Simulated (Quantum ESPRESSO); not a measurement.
Worked example: self-consistent single point of MgAl (Fm-3m, 2 atoms in the cell) in Quantum ESPRESSO.

Method of the run: optB86b-vdW, SSSP 1.1.2 efficiency (PBE) pseudopotentials (plane waves; Quantum ESPRESSO 7.5).

```
CELL_PARAMETERS angstrom
      0.00000     2.87581     2.87581
      2.87581     0.00000     2.87581
      2.87581     2.87581     0.00000
ATOMIC_POSITIONS crystal
  Mg 0.50000 0.50000 0.50000
  Al 0.00000 0.00000 0.00000
```

Reference input (self-consistent single point, DFT, LDA (PZ), plane waves, GBRV 1.5 ultrasoft (LDA) pseudopotentials): ecutwfc = 40 Ry; ecutrho = 200 Ry; occupations = smearing; smearing = gauss; degauss = 0.0073499 Ry; potentials = {Mg: mg_lda_v1.4.uspp.F.UPF, Al: al_lda_v1.uspp.F.UPF}; K_POINTS = automatic 8 8 8 0 0 0; conv_thr = 1e-09 Ry. This run's input differs from it in these lines:

```diff
@@ -12,4 +12,4 @@
  ntyp = 2
- ecutwfc = 40
- ecutrho = 200
+ ecutwfc = 35
+ ecutrho = 280
  occupations = 'smearing'
@@ -17,2 +17,3 @@
  degauss = 0.0073499
+ input_dft = 'vdw-df-ob86'
 /
@@ -22,4 +23,4 @@
 ATOMIC_SPECIES
-Mg    24.3050  mg_lda_v1.4.uspp.F.UPF
-Al    26.9815  al_lda_v1.uspp.F.UPF
+Mg    24.3050  Mg.pbe-n-kjpaw_psl.0.3.0.UPF
+Al    26.9815  Al.pbe-n-kjpaw_psl.1.0.0.UPF
 ATOMIC_POSITIONS {crystal}
```

The program printed (abridged):

```
     Self-consistent Calculation

     iteration #  1     ecut=    35.00 Ry     beta= 0.70

---- Real-time Memory Report at c_bands before calling an iterative solver
           156 MiB given to the printing process from OS
            52 MiB allocation reported by mallinfo(arena+hblkhd)
------------------

     Threshold (ethr) on eigenvalues was too large:
     Diagonalizing with lowered threshold

---- Real-time Memory Report at c_bands before calling an iterative solver
           157 MiB given to the printing process from OS
            52 MiB allocation reported by mallinfo(arena+hblkhd)
------------------

   [... lines left out ...]
     Non-local corr. energy    =       0.03454454 Ry
     -----------------------------------------------

     total energy              =     -72.89789011 Ry
     estimated scf accuracy    <       0.00000003 Ry

     iteration #  6     ecut=    35.00 Ry     beta= 0.70

---- Real-time Memory Report at c_bands before calling an iterative solver
           164 MiB given to the printing process from OS
            58 MiB allocation reported by mallinfo(arena+hblkhd)
------------------

     -----------------------------------------------
     Non-local corr. energy    =       0.03454454 Ry
     -----------------------------------------------
     End of self-consistent calculation

     the Fermi energy is     3.6785 ev

!    total energy              =     -72.89789015 Ry
     estimated scf accuracy    <          6.4E-11 Ry
     smearing contrib. (-TS)   =      -0.00051380 Ry
     internal energy E=F+TS    =     -72.89737635 Ry

      -> PAW hartree energy AE =       2.00052901 Ry
      -> PAW hartree energy PS =      -1.99360869 Ry
      -> PAW xc energy AE      =     -69.01516151 Ry
      -> PAW xc energy PS      =       3.21075337 Ry
      -> total E_H with PAW    =       0.10953170 Ry
      -> total E_XC with PAW   =     -69.87583775 Ry

     convergence has been achieved in   6 iterations

     -----------------------------------------------
     Non-local corr. energy    =       0.03454454 Ry
     -----------------------------------------------

   [... lines left out ...]
     Total force =     0.000000     Total SCF correction =     0.000000
   [... lines left out ...]
     Non-local corr. energy    =       0.03454454 Ry
     -----------------------------------------------

          total   stress  (Ry/bohr**3)                   (kbar)     P=        1.96
   0.00001331   0.00000000   0.00000000            1.96        0.00        0.00
   0.00000000   0.00001331  -0.00000000            0.00        1.96       -0.00
   0.00000000  -0.00000000   0.00001331            0.00       -0.00        1.96

   JOB DONE.
```

The run converged in 6 iterations. Against the reference run the pressure goes from -1.92 to 0.20 GPa.

The starting cell comes from a database of computed structures (which also holds hypothetical and non-ambient phases and stackings), without a prior relaxation at this level.

Cost on one core of a shared machine: roughly 2 min.
